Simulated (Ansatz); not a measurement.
**The (101) surface of orthorhombic SnS in its 1x1 cell (cut with top plane 2 Sn, bottom plane 2 Sn), relaxed from an ideal cut (the real face may reconstruct), outermost plane spacing 0.94 Å in the ideal cut, with 2 Sn a cell over the bulk's ratio (in the relaxation 2 S–Sn bonds formed; like top atoms buckled by 1.1 Å)**

The numbers are results of PBE with D3(BJ) dispersion (plane waves to 420 eV, PAW; Ansatz, an electronic-structure program), not measurements.

Model: 26-atom slab, S12Sn14, 12.0 Å thick at the start, 7x3x1 mesh, Fermi-Dirac 0.025 eV, dipole correction, all atoms relaxed; held to the start's symmetry, so lower structures may exist; no spin (no spin-polarised run to compare, though such a face may carry moments), no spin-orbit, no U. The slab shows no gap on its mesh.

The work function of the top face comes out as 3.80 eV, the ionisation potential (bulk valence edge below the top vacuum level) is 4.15 eV and the energy released by relaxation is 0.82 eV. The cost is roughly 29 core-minutes.
